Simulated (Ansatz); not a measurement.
Functionals compared on a constructed model of the (100) surface of fcc Ir, a pseudomorphic layer of Pt in the host's stacking (bottom of the slab: a bare face, its two planes held), in Ansatz (plane waves, PAW). The structure was relaxed with PBE; the other rows are single points on it. Cutoff 420 eV (500 eV for r2SCAN).

Slab: 7 atoms, 11.8 Å thick at the start; k 14x14x1, smearing 0.1 eV, dipole-corrected; 2 atoms held, the rest relaxed; held to the start's symmetry, so lower structures may exist; no spin, no spin-orbit, no U. It is one candidate, not shown to be the stable structure of the face. These notes are the PBE run's.

```tsv
functional	work function of the top face (eV)	rough cost of the single point
PBE	5.49	–
RPBE	___	very roughly 30 core-seconds
r2SCAN	5.54	very roughly 50 core-seconds
```

### Question
What belongs in the gaps?

### Answer

- RPBE, work function of the top face (eV): 5.32

Ansatz is an electronic-structure program.
